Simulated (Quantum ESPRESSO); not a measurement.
```
CELL_PARAMETERS angstrom
      2.17039    -1.25308     7.08105
      0.00000     2.50616     7.08105
     -2.17039    -1.25308     7.08105
ATOMIC_POSITIONS crystal
  Cd 0.50739 0.50739 0.50739
  Hg 0.99985 0.99985 0.99985
  Se 0.87420 0.87420 0.87420
  Se 0.37560 0.37560 0.37560
```

Level of theory: LDA (PZ), GBRV 1.5 ultrasoft (LDA) pseudopotentials (plane waves; Quantum ESPRESSO).

The set-up and first iterations of a Quantum ESPRESSO log for CdHgSe2 (R3m, 4 atoms in the cell):

```
     G-vector sticks info
     --------------------
     sticks:   dense  smooth     PW     G-vecs:    dense   smooth      PW
     Sum        1775    1415    439                37261    26669    4505

     bravais-lattice index     =            5
     lattice parameter (alat)  =      14.1946  a.u.
     unit-cell volume          =     779.7616 (a.u.)^3
     number of atoms/cell      =            4
     number of atomic types    =            3
     number of electrons       =        36.00
     number of Kohn-Sham states=           22
     kinetic-energy cutoff     =      40.0000  Ry
     charge density cutoff     =     200.0000  Ry
     scf convergence threshold =      1.0E-11
     mixing beta               =       0.4000
     number of iterations used =            8  plain     mixing
     energy convergence thresh.=      1.0E-04
     force convergence thresh. =      3.9E-05
     Exchange-correlation= SLA  PZ   NOGX NOGC
   [... lines left out ...]
                                                       1.300   1.300

     atomic species   valence    mass     pseudopotential
     Cd               12.00   112.41400     Cd( 1.00)
     Hg               12.00   200.59200     Hg( 1.00)
     Se                6.00    78.97100     Se( 1.00)

      6 Sym. Ops. (no inversion) found

   Cartesian axes

     site n.     atom                  positions (alat units)
         1        Cd     tau(   1) = (   0.0000000  -0.0000000   1.4349512  )
         2        Hg     tau(   2) = (   0.0000000  -0.0000000   2.8276817  )
         3        Se     tau(   3) = (   0.0000000  -0.0000000   2.4723313  )
         4        Se     tau(   4) = (   0.0000000  -0.0000000   1.0622334  )

     number of k points=    13  Gaussian smearing, width (Ry)=  0.0073
                       cart. coord. in units 2pi/alat
        k(    1) = (   0.0000000   0.0000000   0.0000000), wk =   0.0312500
        k(    2) = (  -0.4326095  -0.2497672   0.0883987), wk =   0.1875000
        k(    3) = (   0.8652190   0.4995344  -0.1767973), wk =   0.0937500
   [... 10 lines left out ...]

     Dense  grid:    37261 G-vectors     FFT dimensions: (  64,  64,  64)

     Smooth grid:    26669 G-vectors     FFT dimensions: (  60,  60,  60)

     Initial potential from superposition of free atoms

     starting charge      35.4998, renormalised to      36.0000

     negative rho (up, down):  2.087E-02 0.000E+00
     Self-consistent Calculation

     iteration #  1     ecut=    40.00 Ry     beta= 0.40

     negative rho (up, down):  2.087E-02 0.000E+00

     total energy              =    -308.34249425 Ry
     estimated scf accuracy    <       0.45854163 Ry

     iteration #  2     ecut=    40.00 Ry     beta= 0.40

     negative rho (up, down):  2.086E-02 0.000E+00

     total energy              =    -308.49129998 Ry
     estimated scf accuracy    <       0.08677384 Ry

     iteration #  3     ecut=    40.00 Ry     beta= 0.40

     negative rho (up, down):  2.094E-02 0.000E+00

     total energy              =    -308.50126307 Ry
     estimated scf accuracy    <       0.00599139 Ry
```

**Question.** Will this run converge, and how will it end?

**Answer.** The relaxation ended unconverged. It gives no final result for the task that was set. Warnings to mind: WARNING: bfgs curvature condition failed, Theta= 0.877. The log goes on:

```
   [... 10 blocks of this kind left out ...]

     iteration # 14     ecut=    40.00 Ry     beta= 0.40

     negative rho (up, down):  2.105E-02 0.000E+00

     total energy              =    -308.50226234 Ry
     estimated scf accuracy    <          3.8E-11 Ry

     iteration # 15     ecut=    40.00 Ry     beta= 0.40

     negative rho (up, down):  2.105E-02 0.000E+00
     End of self-consistent calculation

     the Fermi energy is     5.3157 ev

!    total energy              =    -308.50226234 Ry
     estimated scf accuracy    <          1.5E-13 Ry
     smearing contrib. (-TS)   =      -0.00021391 Ry
     internal energy E=F+TS    =    -308.50204842 Ry

     convergence has been achieved in  15 iterations

     negative rho (up, down):  2.105E-02 0.000E+00

     Forces acting on atoms (cartesian axes, Ry/au):

     atom    1 type  1   force =     0.00000000    0.00000000   -0.02420148
     atom    2 type  2   force =     0.00000000    0.00000000    0.00557178
     atom    3 type  3   force =     0.00000000    0.00000000    0.00593691
     atom    4 type  3   force =     0.00000000   -0.00000000    0.01269279

     Total force =     0.028515     Total SCF correction =     0.000000

     BFGS Geometry Optimization
     Energy error            =      8.1E-04 Ry
     Gradient error          =      2.4E-02 Ry/Bohr

   [... lines left out ...]
     the Fermi energy is     5.2565 ev
!    total energy              =    -308.50608748 Ry
     Total force =     0.000234     Total SCF correction =     0.000000
   [... lines left out ...]

     End of BFGS Geometry Optimization

     Final energy             =    -308.5060874833 Ry

     File ./tmp/pwscf.bfgs deleted, as requested
Begin final coordinates

ATOMIC_POSITIONS (crystal)
Cd               0.5020718006        0.5020718006        0.5020718006
Hg               1.0013469548        1.0013469548        1.0013469548
Se               0.8760739723        0.8760739723        0.8760739723
Se               0.3775542722        0.3775542722        0.3775542722
End final coordinates

   JOB DONE.
```

The starting cell comes from a database of computed structures (which also holds hypothetical and non-ambient phases and stackings), without a prior relaxation at this level. Its lattice was rescaled by up to half a per cent. For this run, on top of that: one atom moved by 0.15 angstrom.

The run was DFT, LDA (PZ), plane waves, GBRV 1.5 ultrasoft (LDA) pseudopotentials. Main settings of its input:

```
key                                                                                     value
-------------  ------------------------------------------------------------------------------
ecutwfc                                                                                 40 Ry
ecutrho                                                                                200 Ry
occupations                                                                          smearing
smearing                                                                                gauss
degauss                                                                          0.0073499 Ry
potentials     {Cd: cd_lda_v1.uspp.F.UPF, Hg: hg_lda_v1.uspp.F.UPF, Se: se_lda_v1.uspp.F.UPF}
K_POINTS                                                                automatic 4 4 4 0 0 0
forc_conv_thr                                                                 3.9e-05 Ry/bohr
conv_thr                                                                             1e-11 Ry
mixing_beta                                                                               0.4
```
